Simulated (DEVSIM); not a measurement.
System: abrupt InP p-n junction, at 300 K.

| layer (left to right) | material | thickness (μm) | Nd (cm⁻³) | Na (cm⁻³) | τn (s) | τp (s) |
|---|---|---|---|---|---|---|
| 1 | InP | 0.180 | - | 1.7e16 | 2.9e-8 | 2.9e-8 |
| 2 | InP | 0.790 | 7.5e14 | - | 2.9e-8 | 2.9e-8 |

Left contact: ohmic. Right contact: ohmic. Voltage is applied to the left contact. Recombination: SRH at mid-gap. Mobility is constant in doping.

This is a model device: material constants are rounded textbook-type values typed into the input, and sizes, dopings and lifetimes were drawn at random. Values at 300 K.

```tsv
parameter	InP
gap (eV)	1.344
affinity (eV)	4.38
permittivity	12.5
Nc (cm⁻³)	5.7e17
Nv (cm⁻³)	1.1e19
μn (cm²/Vs)	5200
μp (cm²/Vs)	170
```

Model (solved in DEVSIM): 1D drift-diffusion, Boltzmann statistics, complete ionisation; no tunnelling, impact ionisation, image-force lowering or self-heating.

The thickness of layer 1 was swept, all else fixed.

| thickness of layer 1 (μm) | dark forward voltage at 1 A/cm² (V) | dark forward voltage at 100 A/cm² (V) |
|---|---|---|
| 0.036 | 0.787 | 0.922 |
| 0.063 | 0.795 | 0.930 |
| 0.11 | 0.807 | 0.941 |
| 0.18 | 0.819 | 0.951 |
| 0.31 | 0.830 | 0.965 |
| 0.54 | 0.840 | 0.978 |
| 0.9 | 0.846 | 0.989 |

From the first row to the last the dark forward voltage at 1 A/cm² goes from 0.787 to 0.846. From the first row to the last the dark forward voltage at 100 A/cm² goes from 0.922 to 0.989.
